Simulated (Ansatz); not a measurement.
Effect of Tl → Al on Tl

The parent structure is Tl in the hcp (Mg type) structure (space group P6_3/mmc, No. 194; a = 3.521 Å, c = 5.603 Å).

Perturbation: every Tl is replaced by Al; the structure is relaxed again.

All numbers come from r2SCAN in Ansatz (plane waves to 500 eV, PAW, no spin-orbit coupling), earlier PAW set. Settings: 19×19×10 k-points, 0.05 eV Fermi–Dirac smearing, for the changed cell.

```tsv
quantity	base	changed	shift
volume per atom	30.07 Å³	16.00 Å³	-14.075 Å³
density	11.29 g/cm³	2.80 g/cm³	-8.49 g/cm³
lattice parameter a	3.521 Å	2.817 Å	-0.704 Å
c/a ratio	1.591	1.653	+0.062
space group	P6_3/mmc (No. 194)	P6_3/mmc (No. 194)	–
shortest interatomic distance	3.461 Å	2.817 Å	-0.644 Å
band gap	zero	zero	–
```

Final structure:

```xyz
2
Lattice="2.8168 0.0000 0.0000 -1.4084 2.4394 0.0000 0.0000 0.0000 4.6558" Properties=species:S:1:pos:R:3 pbc="T T T"
Al     0.0000     1.6263     3.4919
Al     1.4084     0.8131     1.1640
```

No phonon test of stability was made. For Al in this form, whether it has been made was not checked. This is not the structure that Al has at room temperature and ambient pressure.

Ansatz is a quantum-chemistry and plane-wave program.
